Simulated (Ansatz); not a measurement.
# Converging the k-point mesh: CsCaH3 (P4mm, 5 atoms in the cell)

```xyz
5
Lattice="4.5981 0.0000 0.0000 0.0000 4.5981 0.0000 0.0000 0.0000 4.5981" Properties=species:S:1:pos:R:3 pbc="T T T"
Cs     0.0000     0.0000     0.0500
Ca     2.2990     2.2990     2.2990
H      2.2990     0.0000     2.2990
H      0.0000     2.2990     2.2990
H      2.2990     2.2990     0.0000
```

Level of theory: LDA (PW92), default PAW files made with PBE (plane waves; Ansatz, an electronic-structure program).

Base settings: basis.ecutwfc = 420 eV; kpoints.mp_grid.grid = 6 6 6; hamiltonian.xc = lda; hamiltonian.pseudopotentials = {kind: paw} (the program's default PAW files); scf.occupations.method = fixed.

The second cell is the first with its lattice scaled by 0.98.

Only quantities that move along the ladder and can be compared are tabulated.

The count of work is k-points × plane waves × bands × iterations; it is no time. 

The starting cell comes from a database of computed structures (which also holds hypothetical and non-ambient phases and stackings), without a prior relaxation at this level. Its lattice was rescaled by up to half a per cent. One atom was moved a little off its site on purpose. Ansatz's pressure includes its estimate of the finite-basis (Pulay) stress.

```tsv
kpoints.mp_grid.grid	free energy less the last step's (meV/atom)	energy of the compressed cell less the first (meV/atom)	pressure (GPa)	largest difference of a force vector from the last step's (eV/Å)	gap on the mesh (eV)	count of work / last
1 1 1	-514.82	-58.10	-8.40	0.025	6.404	0.0025
2 2 2	26.84	-3.64	-1.29	0.012	2.767	0.015
3 3 3	-1.20	-10.44	-2.11	0.000	3.696	0.015
4 4 4	0.12	-9.94	-2.05	0.000	2.791	0.044
5 5 5	-0.01	-9.98	-2.06	0.000	3.157	0.044
6 6 6	0.01	-9.98	-2.06	0.000	2.792	0.099
7 7 7	0.00	-9.98	-2.06	0.000	2.986	0.099
8 8 8	0.00	-9.98	-2.06	0.000	2.792	0.19
9 9 9	0.00	-9.97	-2.06	0.000	2.912	0.19
10 10 10	0.00	-9.98	-2.06	0.000	2.792	0.31
12 12 12	0.00	-9.97	-2.06	0.000	2.792	0.48
13 13 13	0.00	-9.98	-2.06	0.000	2.850	0.48
14 14 14	0.00	-9.98	-2.06	0.000	2.792	0.71
16 16 16	0.00	-9.98	-2.06	0.000	2.792	1.0
```

Coarsest kpoints.mp_grid.grid that holds the pressure within 0.2 GPa of the last step, with all finer ones: 3 3 3, at 0.015 of the last step's count of work; the step before is off by 0.77 GPa.

Coarsest kpoints.mp_grid.grid that holds the energy of the compressed cell less the first within 0.2 meV/atom of the last step, with all finer ones: 4 4 4, at 0.044 of the last step's count of work; the step before is off by 0.46 meV/atom.

The energy difference between the two cells stays within 1 meV/atom of the last step's from 3 3 3 on, the total only from 4 4 4 on: much of the error is common to both cells and cancels.

The gap on the mesh jumps up and down from mesh to mesh; it is no smooth measure of convergence.

Keys are those of Ansatz 0.2.
